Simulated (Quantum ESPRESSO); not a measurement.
# Quick settings and what they miss: NaTl (Cmcm, 8 atoms in the cell)

Self-consistent single point.

```yaml
crystal:
  lattice:
    - [4.73988, 3.99192, 0.00000]
    - [-4.73988, 3.99192, 0.00000]
    - [0.00000, 0.00000, 6.39075]
  atoms:
    - { symbol: Na, position: [0.50657, 0.13907, 0.75000] }
    - { symbol: Na, position: [0.49343, 0.86093, 0.25000] }
    - { symbol: Na, position: [0.86093, 0.49343, 0.25000] }
    - { symbol: Na, position: [0.13907, 0.50657, 0.75000] }
    - { symbol: Tl, position: [0.00000, 0.00000, 0.50000] }
    - { symbol: Tl, position: [0.00000, 0.00000, 0.00000] }
    - { symbol: Tl, position: [0.65599, 0.65599, 0.75000] }
    - { symbol: Tl, position: [0.34401, 0.34401, 0.25000] }
```

Level of theory: PBEsol, GBRV 1.5 ultrasoft (PBESOL) pseudopotentials (plane waves; Quantum ESPRESSO 7.5).

Base settings: ecutwfc = 40 Ry; ecutrho = 200 Ry; occupations = smearing; smearing = cold; degauss = 0.0147 Ry; potentials = {Na: na_pbesol_v1.5.uspp.F.UPF, Tl: tl_pbesol_v1.2.uspp.F.UPF}; K_POINTS = automatic 4 4 3 1 1 1; conv_thr = 1e-11 Ry.

Tight run (finer mesh or higher cutoff; not a proven limit): ecutwfc: 40 Ry → 56 Ry; ecutrho: 200 Ry → 280 Ry; conv_thr: 1e-11 Ry → 7.3e-11 Ry; K_POINTS: automatic 4 4 3 1 1 1 → automatic 6 6 5 1 1 1. It gave Fermi level (on the code's own zero) 5.97 eV; pressure -0.96 GPa; largest force (vector length) 0.040 eV/Å.

Quick runs, as changes from the base:
- A: the base itself
- B: ecutwfc: 40 Ry → 20 Ry; ecutrho: 200 Ry → 100 Ry; smearing: cold → gauss; degauss: 0.0147 Ry → 0.0099958 Ry; K_POINTS: automatic 4 4 3 1 1 1 → automatic 2 2 2 1 1 1
- C: K_POINTS: automatic 4 4 3 1 1 1 → automatic 4 4 4 1 1 1

Energies are extrapolated to zero smearing width, which holds to low order in the width alone (under cold and Methfessel-Paxton smearing the free energy itself is taken).

Dashes: time of B, under 30 s.

The count of work is k-points × plane waves × bands × iterations; it is no time. Core times come from one kind of shared machine and are given to one figure; runs under 30 s give none.

The starting cell comes from a database of computed structures (which also holds hypothetical and non-ambient phases and stackings), without a prior relaxation at this level. Its lattice was rescaled by a random factor within 2.5 % of one.

| run | energy less tight (meV/atom) | pressure less tight (GPa) | largest miss in a force vector (eV/Å) | count of work / tight | core time / tight (rough) |
|---|---|---|---|---|---|
| A | 27.9 | -0.40 | 0.107 | 0.22 | 0.3 |
| B | 3008.0 | -68.14 | 0.388 | 0.014 | – |
| C | 20.0 | -0.52 | 0.029 | 0.22 | 0.2 |

Among the runs at the tight run's level, the energy misses run from 20.0 to 3008.0 meV/atom.

Left out of this page: 3 runs of the series outside the window shown, repeating another row's setting, or not comparable.
